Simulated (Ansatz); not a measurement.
Where the default PAW files enter, the runs use the earlier of Ansatz's two default sets.

Consider the following.

```
GaN
1.0
    3.18693     0.00000     0.00000
    0.00000     3.18693     0.00000
    1.59347     1.59347     2.25350
Ga N
1 1
Direct
  0.00000   0.00000   0.00000
  0.25000   0.75000   0.50000
```

Space group of this cell: F-43m, zinc blende. The cell is taken as given; by r2SCAN its mean pressure is -1.1 GPa.

Method: r2SCAN (plane waves, PAW; Ansatz, a quantum-chemistry and plane-wave program).

The current runs along the normal of the first two printed vectors; no spin-orbit coupling. Scaled by the factor s: the length along the current (ions clamped). Meshes 14×14×14 and 10×10 across the current in all rows.

```
s     mean pressure (GPa)  band gap (eV)
----  -------------------  -------------
0.97                  5.0           2.24
1.00                 -1.1           2.13
1.03                 -6.5              ?
```

### Question
Take the slope of the band gap against ln s from the two given rows, extrapolate to s = 1.03, and say what the run there gives.

### Answer
Slope = (2.24 − 2.13) / ln 0.97 = -3.61 eV. The line gives 2.13 + (-3.61) × ln 1.03 = 2.02 eV. The run gives 1.88 eV, 0.14 eV under the line, 134 % of the predicted step.
